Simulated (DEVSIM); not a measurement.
Structure: Co/SiO2/p-InP capacitor, at 250 K.

```csv
layer (left to right),material,thickness (nm),Na (cm⁻³)
1,SiO2,44.0,-
2,InP,4100,2.3e16
```

Metal gate on the left, work function 5 eV. Fixed charge at the semiconductor interface -6.4e11 cm⁻² (in units of +e); no interface traps.

The device is made up for the run: typed textbook-type constants, with dimensions and the other settings drawn at random. Values at 300 K; Nc and Nv go as T^1.5, mobilities as T to minus their exponent, the gap by Varshni's rule with the affinity fixed.

| parameter | SiO2 | InP |
|---|---|---|
| gap (eV) | 9 | 1.344 |
| affinity (eV) | 0.9 | 4.38 |
| permittivity | 3.9 | 12.5 |
| Nc (cm⁻³) | - | 5.7e17 |
| Nv (cm⁻³) | - | 1.1e19 |
| Varshni α (eV/K) | - | 0.000363 |
| Varshni β (K) | - | 162 |

Model (solved in DEVSIM): 1D Poisson equation in equilibrium, Boltzmann statistics, complete ionisation; no quantum confinement or tunnelling. Metal contacts follow the ideal Schottky-Mott rule: no Fermi-level pinning, no interface dipoles.

Tabulate band edges, carrier densities and field at -2.0 V on the gate.

Energies count from the Fermi level of the right contact; mesh points crowd at the junctions.

```json
[
 {"x (μm)": "0.000", "Ec (eV)": "6.100", "Ev (eV)": "-2.900", "n (cm⁻³)": "< 1e2", "p (cm⁻³)": "< 1e2", "field (V/cm)": "-290000"},
 {"x (μm)": "0.001690", "Ec (eV)": "6.051", "Ev (eV)": "-2.949", "n (cm⁻³)": "< 1e2", "p (cm⁻³)": "< 1e2", "field (V/cm)": "-290000"},
 {"x (μm)": "0.005710", "Ec (eV)": "5.935", "Ev (eV)": "-3.065", "n (cm⁻³)": "< 1e2", "p (cm⁻³)": "< 1e2", "field (V/cm)": "-290000"},
 {"x (μm)": "0.01581", "Ec (eV)": "5.644", "Ev (eV)": "-3.356", "n (cm⁻³)": "< 1e2", "p (cm⁻³)": "< 1e2", "field (V/cm)": "-290000"},
 {"x (μm)": "0.03514", "Ec (eV)": "5.086", "Ev (eV)": "-3.914", "n (cm⁻³)": "< 1e2", "p (cm⁻³)": "< 1e2", "field (V/cm)": "-290000"},
 {"x (μm)": "0.04099", "Ec (eV)": "4.917", "Ev (eV)": "-4.083", "n (cm⁻³)": "< 1e2", "p (cm⁻³)": "< 1e2", "field (V/cm)": "-290000"},
 {"x (μm)": "0.04344", "Ec (eV)": "4.846", "Ev (eV)": "-4.154", "n (cm⁻³)": "< 1e2", "p (cm⁻³)": "< 1e2", "field (V/cm)": "-290000"},
 {"x (μm)": "0.04555", "Ec (eV)": "1.329", "Ev (eV)": "-0.031", "n (cm⁻³)": "< 1e2", "p (cm⁻³)": "2.0e18", "field (V/cm)": "-110000"},
 {"x (μm)": "0.04960", "Ec (eV)": "1.299", "Ev (eV)": "-0.060", "n (cm⁻³)": "< 1e2", "p (cm⁻³)": "5.1e17", "field (V/cm)": "-51000"},
 {"x (μm)": "0.05971", "Ec (eV)": "1.268", "Ev (eV)": "-0.092", "n (cm⁻³)": "< 1e2", "p (cm⁻³)": "1.2e17", "field (V/cm)": "-19000"},
 {"x (μm)": "0.08496", "Ec (eV)": "1.244", "Ev (eV)": "-0.116", "n (cm⁻³)": "< 1e2", "p (cm⁻³)": "3.8e16", "field (V/cm)": "-4700"},
 {"x (μm)": "0.1904", "Ec (eV)": "1.233", "Ev (eV)": "-0.127", "n (cm⁻³)": "< 1e2", "p (cm⁻³)": "2.3e16", "field (V/cm)": "-63"},
 {"x (μm)": "0.4112", "Ec (eV)": "1.233", "Ev (eV)": "-0.127", "n (cm⁻³)": "< 1e2", "p (cm⁻³)": "2.3e16", "field (V/cm)": "≈ 0"},
 {"x (μm)": "0.9623", "Ec (eV)": "1.233", "Ev (eV)": "-0.127", "n (cm⁻³)": "< 1e2", "p (cm⁻³)": "2.3e16", "field (V/cm)": "≈ 0"},
 {"x (μm)": "2.779", "Ec (eV)": "1.233", "Ev (eV)": "-0.127", "n (cm⁻³)": "< 1e2", "p (cm⁻³)": "2.3e16", "field (V/cm)": "≈ 0"},
 {"x (μm)": "3.616", "Ec (eV)": "1.233", "Ev (eV)": "-0.127", "n (cm⁻³)": "< 1e2", "p (cm⁻³)": "2.3e16", "field (V/cm)": "≈ 0"},
 {"x (μm)": "3.933", "Ec (eV)": "1.233", "Ev (eV)": "-0.127", "n (cm⁻³)": "< 1e2", "p (cm⁻³)": "2.3e16", "field (V/cm)": "≈ 0"},
 {"x (μm)": "4.060", "Ec (eV)": "1.233", "Ev (eV)": "-0.127", "n (cm⁻³)": "< 1e2", "p (cm⁻³)": "2.3e16", "field (V/cm)": "≈ 0"},
 {"x (μm)": "4.120", "Ec (eV)": "1.233", "Ev (eV)": "-0.127", "n (cm⁻³)": "< 1e2", "p (cm⁻³)": "2.3e16", "field (V/cm)": "≈ 0"},
 {"x (μm)": "4.135", "Ec (eV)": "1.233", "Ev (eV)": "-0.127", "n (cm⁻³)": "< 1e2", "p (cm⁻³)": "2.3e16", "field (V/cm)": "≈ 0"},
 {"x (μm)": "4.141", "Ec (eV)": "1.233", "Ev (eV)": "-0.127", "n (cm⁻³)": "< 1e2", "p (cm⁻³)": "2.3e16", "field (V/cm)": "≈ 0"},
 {"x (μm)": "4.144", "Ec (eV)": "1.233", "Ev (eV)": "-0.127", "n (cm⁻³)": "< 1e2", "p (cm⁻³)": "2.3e16", "field (V/cm)": "≈ 0"}
]
```
